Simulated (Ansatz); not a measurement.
Start from PbS in the rock salt structure (space group Fm-3m, No. 225).

```
CELL_PARAMETERS angstrom
      0.00000     3.00445     3.00445
      3.00445     0.00000     3.00445
      3.00445     3.00445     0.00000
ATOMIC_POSITIONS crystal
  Pb 0.00000 0.00000 0.00000
  S  0.50000 0.50000 0.50000
```

Cartesian axes are those of the cell as printed.

Calculations: plane-wave PAW DFT at the PBE level (Ansatz, an electronic-structure program, 420 eV), without spin-orbit coupling.

It is then changed as follows: an isotropic linear strain of +2.50 %, atoms relaxed at fixed cell.

Task: Predict the stress tensor and what it implies for the stiffness.

Result: Stress of the strained cell less that of the base (GPa, compression positive):
```
  -3.33    0.00    0.00
   0.00   -3.33    0.00
   0.00    0.00   -3.33
```

Then B = −ΔP/(ΔV/V₀) with ΔV/V₀ = 0.0769 gives secant stiffness values (nonlinear terms included at this strain): B ≈ 43 GPa.

As a check, the harmonic strain energy −½ V₀ Δσ:ε is 21 meV/atom; the computed energy rise is 23 meV/atom.

No phonon test of stability was made.
